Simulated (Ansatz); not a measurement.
The structure below was relaxed with Kohn–Sham DFT with the r2SCAN functional, run in Ansatz (a program for electronic structure) with PAW and 500 eV plane waves, scalar-relativistic without spin-orbit coupling.

```xyz
4
Lattice="3.2351 0.0000 0.0000 -1.6176 2.8017 0.0000 0.0000 0.0000 5.2117" Properties=species:S:1:pos:R:3 pbc="T T T"
Zn     0.0000     1.8678     5.1991
Zn     1.6176     0.9339     2.5933
O      0.0000     1.8678     1.9659
O      1.6176     0.9339     4.5717
```

### Question
Find the space group and the Wyckoff positions.

### Answer
Space group P6₃mc (No. 186); a = 3.2351 Å, b = 3.2351 Å, c = 5.2117 Å, α = 90.00°, β = 90.00°, γ = 120.00°

| atom | site | symmetry | x | y | z |
|---|---|---|---|---|---|
| Zn | 2b | 3m. | 0.6667 | 0.3333 | 0.4976 |
| O | 2b | 3m. | 0.3333 | 0.6667 | 0.3772 |

### Question
Describe the coordination.

### Answer
The crystal has 4 atoms in its conventional cell. Cell: a = 3.2351 Å, b = 3.2351 Å, c = 5.2117 Å, α = 90.00°, β = 90.00°, γ = 120.00°. Zn is coordinated by 4 O at 1.970–1.978 Å (tetrahedral). O sees 4 Zn at 1.970–1.978 Å (tetrahedral). (Neighbours: up to the widest gap in distance over summed covalent radii, below 1.35, at either atom; cation-cation and far metal-metal contacts left out.)

Stability against distortions was not tested. The cell was made from ZnS by this change: S → O.
